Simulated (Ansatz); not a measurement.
Structures of equal composition on the (111) surface of fcc Rh: a pseudomorphic layer of Pt in the host's stacking; a pseudomorphic layer of Pt in the other hollow. The slabs share one bottom face, and each structure is named by its start. These are constructed structures in small cells; real faces may alloy, dewet or reconstruct in larger ones, and not all known structures of the face are among them. Slabs of about 11 Å, Fermi-Dirac smearing of 0.1 eV. Bottom of the slabs: a bare face, its two planes held. Relaxed from the named starts with such symmetry as they have, on meshes of like density; energies extrapolated to zero smearing; spin only where a row says so; no spin-orbit coupling, no U. Brackets mark spin-polarised runs, whose order is one that fits the cell.

The numbers are results of PBE (plane waves to 420 eV, PAW; Ansatz, an electronic-structure program), not measurements.

Order them by energy per 1x1 cell (lowest first) at the level PBE.

a pseudomorphic layer of Pt in the host's stacking (0.000 eV), a pseudomorphic layer of Pt in the other hollow (0.051 eV)
